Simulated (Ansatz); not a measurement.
GaP (F-43m), PBE, rigid bands (Ansatz, a first-principles code): Condition of this run: functional PBE, cell relaxed with it. band gap 1.58 eV, N_c = 2.05e19 cm⁻³ and N_v = 4.64e19 cm⁻³ at 300 K, conductivity masses of 0.210 mₑ (electrons) and 0.436 mₑ (holes). Take k_BT = 0.02585 eV.

Task: What built-in voltage has an abrupt junction with N_A = 1e17 and N_D = 1e18 cm⁻³, all dopants ionised?

Result: V_bi = E_g/e − (k_BT/e) ln(N_c N_v/(N_A N_D)) = 1.58 − 0.02585 × 9.16 = 1.34 V. It follows the computed gap one for one.

Task: Find the intrinsic carrier density and the intrinsic Fermi level.

Result: n_i = √(N_c N_v) exp(−E_g/2k_BT) = 3.08e19 × exp(−30.56) = 1.7e6 cm⁻³. The level lies (k_BT/2) ln(N_v/N_c) = 11 meV from mid-gap (positive towards the conduction band). Each 0.1 eV added to the gap lowers n_i by a factor of 6.9.

Task: A film of it is 3 nm thick. Estimate the confinement energies in an infinite well.

Result: ħ²π²/(2m t²) = 0.376 eV·nm²/(m/mₑ × t²) gives 199 meV for electrons and 95.8 meV for holes, so the gap would widen to about 1.87 eV. Finite barriers and nonparabolic bands lower this, and with several valleys or bands the heaviest mass along the normal sets the lowest level, not this average.

Rigid, parabolic bands with the computed gap; masses take one relaxation time for all states. Spin-orbit coupling is left out; where it splits the top of the valence band, N_v and the p-type Seebeck coefficient come out somewhat high without it.
